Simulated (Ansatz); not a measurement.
The parent structure is Ge in the diamond structure (space group Fd-3m, No. 227; a = 5.6744 Å). Axes: x, y, z lie along the cube axes.

Computed with r2SCAN (Ansatz, an electronic-structure program; PAW; 500 eV plane waves; spin-orbit coupling left out).

Strains are applied to the cell and any free atomic positions relax; under biaxial strain the out-of-plane vector relaxes too.

One change was made to it. Results:

| quantity | base | after |
|---|---|---|
| energy relative to the base (free energy F) | 0 meV/atom | +7.5 meV/atom |
| volume per atom | 22.84 Å³ | 23.44 Å³ |

**Question.** Which change produced these results?
A. biaxial strain +2.00 %, plane normal [001], relaxed out of plane
B. biaxial strain +1.50 %, plane normal [001], relaxed out of plane
C. biaxial strain +0.50 %, plane normal [001], relaxed out of plane

**Answer.** A, biaxial strain +2.00 %, plane normal [001], relaxed out of plane. For comparison, the energy relative to the base in the other runs: biaxial strain +0.50 %, plane normal [001], relaxed out of plane gives +0.5 meV/atom; biaxial strain +1.50 %, plane normal [001], relaxed out of plane gives +4.3 meV/atom.

Whether these cells are dynamically stable was not tested.
